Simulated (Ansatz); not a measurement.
Base system: Ba in the bcc (W type) structure (space group Im-3m, No. 229; a = 4.882 Å). Axes: x, y, z lie along the cube axes.

Level of theory: Kohn–Sham DFT with the PBEsol functional, run in Ansatz (an electronic-structure program) with PAW and 420 eV plane waves, scalar-relativistic without spin-orbit coupling.

Modification: a free-standing slab of 5 layers (5 atoms, 1 a layer) is cut normal to [110], with 15 Å of vacuum and the in-plane cell held at bulk.

Q: What does the calculation give for the change of the spacing d23 from its bulk value of 3.452 Å and excess energy per area of both faces after the change?

A: The change of the spacing d23 from its bulk value of 3.452 Å amounts to +0.1 %; the excess energy per area of both faces (slab less bulk energy over the cell's area: twice a surface energy) comes out as 0.74 J/m² (uncertain by up to 0.05 J/m²).

Slab and bulk use different k-meshes, which limits the precision of the excess energy. Stability against distortions was not tested.
